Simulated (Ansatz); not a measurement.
Seebeck coefficient (μV/K, mean over directions) of p-type LuAlO3 (Pnma) against carrier density, PBEsol, rigid bands (Ansatz, a first-principles code). Computed gap 5.84 eV; densities at which minority carriers matter at this gap, or further valleys turn the trend, are left out. Conductivity mass 3.1 mₑ (harmonic mean over directions), N_v = 1.7e20 cm⁻³ at 300 K.

```csv
hole density,300 K,500 K
1e16 cm⁻³,1100,?
1e17 cm⁻³,901,1009
1e18 cm⁻³,703,811
3e18 cm⁻³,609,716
1e19 cm⁻³,?,612
3e19 cm⁻³,413,518
1e20 cm⁻³,317,?
3e20 cm⁻³,239,326
1e21 cm⁻³,168,235
```

Q: What belongs in the gaps?

A: 
- 1e16 cm⁻³, 500 K: 1207
- 1e19 cm⁻³, 300 K: 506
- 1e20 cm⁻³, 500 K: 416

Rigid bands with a gap fixed in temperature, one relaxation time for all states, no polarons or phonon drag, and whether or not such doping can be reached. Spin-orbit coupling is left out; where it splits the top of the valence band, N_v and the p-type Seebeck coefficient come out somewhat high without it.

Computed structure with no diffraction record at hand here (it may be known, metastable or hypothetical): LuAlO3 (Pnma).
